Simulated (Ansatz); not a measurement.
## TiAl: response to strain

The parent structure is TiAl (space group P4/mmm, No. 123; a = 2.813 Å, c = 4.062 Å; relaxed with 0.1 eV smearing).

Strains are applied to the cell and any free atomic positions relax.

Level of theory: r2SCAN (Ansatz, an electronic-structure program; PAW; 500 eV plane waves; scalar-relativistic without spin-orbit coupling).

Notes on the quantities. energy relative to the base: free energy F; pressure: mean of the normal stresses, compression positive.

```
case                      energy relative to the base  volume per atom  pressure
------------------------  ---------------------------  ---------------  --------
base                                       0 meV/atom         16.07 Å³   0.0 GPa
isotropic strain −3.00 %                 +53 meV/atom         14.66 Å³  13.1 GPa
isotropic strain −2.50 %                 +37 meV/atom         14.89 Å³  10.6 GPa
isotropic strain −2.00 %                 +23 meV/atom         15.12 Å³   8.2 GPa
isotropic strain −1.50 %                 +13 meV/atom         15.35 Å³   6.0 GPa
isotropic strain −1.00 %                +5.6 meV/atom         15.59 Å³   3.9 GPa
isotropic strain −0.50 %                +1.4 meV/atom         15.83 Å³   1.9 GPa
```

No phonon test of stability was made. The final runs are not spin-polarised.
